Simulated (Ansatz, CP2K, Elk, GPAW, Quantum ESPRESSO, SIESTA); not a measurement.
# CdS (F-43m, 2 atoms in the cell) computed with different codes at matched settings

Self-consistent single point, at a second geometry (lattice scaled by 0.98). First geometry:

```
CdS
1.0
    0.00000     2.95502     2.95502
    2.95502     0.00000     2.95502
    2.95502     2.95502     0.00000
Cd S
1 1
Direct
  0.00000   0.00000   0.00000
  0.25000   0.25000   0.25000
```

Shared settings, as Ansatz (a first-principles code) writes them: kpoints.mp_grid.grid = 7 7 7; scf.occupations.method = fixed. Potentials and cutoffs stand in the table.

```csv
code,model,ΔF from the first geometry (meV/atom),pressure (GPa),gap on the mesh (eV),cutoff
SIESTA,"GGA PBE, numerical atomic orbitals DZP, PseudoDojo PBE standard norm-conserving potentials (rewritten from UPF to PSML)",-5.9,1.58,1.426,grid 400 Ry
CP2K,"PBE, GPW, DZVP-MOLOPT-SR-GTH basis, GTH-PBE potentials (GTH_POTENTIALS)",33.1,5.65,1.163,grid 500 Ry
Elk,"PBE, all-electron FP-LAPW, Elk's shipped species files, APW+lo basis with extra local orbitals",–,–,1.137,rgkmax 7.5
GPAW,"PBE, GPAW PAW datasets PBE (gpaw-data 1.0.1)",19.7,3.99,1.171,550 eV
Quantum ESPRESSO,"PBE, SSSP 1.1.2 efficiency (PBE) pseudopotentials",22.8,3.70,1.163,45 Ry
Ansatz,"PBE, default PAW files",21.7,4.28,1.190,420 eV
```

For Quantum ESPRESSO (by 0.7 GPa) the energy change implies a higher mean pressure, against the two pressures, than for the other programs: a sign of finite-basis (Pulay) stress.

A dash marks a value that a program does not give, or that is left out as unsure.

Gaps are read on the mesh.

The spread over the programs that give each value: ΔF from the first geometry within 39.0 meV/atom; pressure within 4.07 GPa; gap on the mesh within 0.289 eV.

SIESTA and CP2K use small atom-centred bases, whose incompleteness enters pressures, forces and empty levels differently from a plane-wave cutoff. Elk treats all electrons, but the usual bases taken here (sphere radii, linearisation, local orbitals, empty states) were not tested for convergence, so the values are no reference for the others. Ansatz's pressure is given at a fixed set of plane waves, as the other plane-wave codes print theirs; with its correction for the finite basis it is 4.32 GPa. In the pressure, SIESTA (by 2.42) and CP2K (by 1.66) lie more than 1 GPa from the median of the plane-wave programs. In the gap, SIESTA (by 0.256) lies more than 0.12 eV from the median of the plane-wave programs.

The starting cell comes from a database of computed structures (which also holds hypothetical and non-ambient phases and stackings), without a prior relaxation at this level. Its lattice was rescaled by a random factor within 2.5 % of one. For this run, on top of that: lattice scaled by 0.98.

Left out of this page: FLEUR (with a known weakness of the program).

Keys are those of Ansatz 0.2.
